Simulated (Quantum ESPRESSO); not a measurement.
Worked example: relaxation of the atoms of ZrAu (P4mm, 2 atoms in the cell) in Quantum ESPRESSO.

Level of theory: LDA (PZ), GBRV 1.5 ultrasoft (LDA) pseudopotentials (plane waves; Quantum ESPRESSO).

This input was run:

```fortran
&control
 calculation = 'relax'
 prefix = 'pwscf'
 outdir = './out'
 pseudo_dir = './'
 forc_conv_thr = 1.9e-03
/
&system
 ibrav = 0
 nat = 2
 ntyp = 2
 ecutwfc = 40
 ecutrho = 320
 occupations = 'smearing'
 smearing = 'gauss'
 degauss = 0.0073499
/
&electrons
 conv_thr = 1.0e-11
/
&ions
/
ATOMIC_SPECIES
Zr    91.2240  zr_lda_v1.uspp.F.UPF
Au   196.9666  au_lda_v1.uspp.F.UPF
ATOMIC_POSITIONS angstrom
Zr    0.0000000000    0.0000000000    0.1500017497
Au    1.5780815000    1.5780815000    1.9528935000
K_POINTS automatic
7 7 7  0 0 0
CELL_PARAMETERS angstrom
   3.1561630000     0.0000000000     0.0000000000
   0.0000000000     3.1561630000     0.0000000000
   0.0000000000     0.0000000000     3.9057870000
```

Log, with long lists cut:

```
     Self-consistent Calculation

     iteration #  1     ecut=    40.00 Ry     beta= 0.70

     negative rho (up, down):  6.018E-02 0.000E+00

     total energy              =    -213.91814933 Ry
     estimated scf accuracy    <       0.57358664 Ry

     iteration #  2     ecut=    40.00 Ry     beta= 0.70

     negative rho (up, down):  6.057E-02 0.000E+00

     total energy              =    -214.07369910 Ry
     estimated scf accuracy    <       1.62069598 Ry

     iteration #  3     ecut=    40.00 Ry     beta= 0.70

     negative rho (up, down):  6.127E-02 0.000E+00

     total energy              =    -214.27910038 Ry
     estimated scf accuracy    <       0.03614272 Ry

   [... 7 blocks of this kind left out ...]

     iteration # 11     ecut=    40.00 Ry     beta= 0.70

     negative rho (up, down):  6.132E-02 0.000E+00

     total energy              =    -214.28976888 Ry
     estimated scf accuracy    <          3.0E-09 Ry

     iteration # 12     ecut=    40.00 Ry     beta= 0.70

     negative rho (up, down):  6.132E-02 0.000E+00
     End of self-consistent calculation

     the Fermi energy is    15.3143 ev

!    total energy              =    -214.28976888 Ry
     estimated scf accuracy    <          7.5E-12 Ry
     smearing contrib. (-TS)   =      -0.00088821 Ry
     internal energy E=F+TS    =    -214.28888067 Ry

     convergence has been achieved in  12 iterations

     negative rho (up, down):  6.132E-02 0.000E+00

     Forces acting on atoms (cartesian axes, Ry/au):

     atom    1 type  1   force =     0.00000000    0.00000000   -0.02306699
     atom    2 type  2   force =     0.00000000    0.00000000    0.02306699

     Total force =     0.032622     Total SCF correction =     0.000008

     BFGS Geometry Optimization
     Energy error            =      1.1E-03 Ry
     Gradient error          =      2.3E-02 Ry/Bohr

   [... lines left out ...]
     the Fermi energy is    15.3101 ev
!    total energy              =    -214.29313187 Ry
     Total force =     0.000004     Total SCF correction =     0.000001
     bfgs converged in   6 scf cycles and   5 bfgs steps
   [... lines left out ...]
     (criteria: energy <  1.0E-04 Ry, force <  1.9E-03 Ry/Bohr)

     End of BFGS Geometry Optimization

     Final energy             =    -214.2931318740 Ry

     File ./out/pwscf.bfgs deleted, as requested
Begin final coordinates

ATOMIC_POSITIONS (angstrom)
Zr               0.0000000000        0.0000000000        0.0750145282
Au               1.5780815000        1.5780815000        2.0278807215
End final coordinates

   JOB DONE.
```

The run converged.  The full log also holds: “WARNING: bfgs curvature condition failed, Theta= 0.943”. The full log also holds: “SCF correction compared to forces is large: reduce conv_thr to get better values”.

Summary of the result:
- Free energy E − TS: -2915.6066 eV
- Fermi level (on the code's own zero): 15.31 eV
- Relaxation steps: 5

The starting cell comes from a database of computed structures (which also holds hypothetical and non-ambient phases and stackings), without a prior relaxation at this level. Its lattice was rescaled by up to half a per cent. For this run, on top of that: one atom moved by 0.15 angstrom. The relaxation keeps the symmetry of its start, so its end need not be a minimum.

Cost on one core of a shared machine: roughly 2 min.
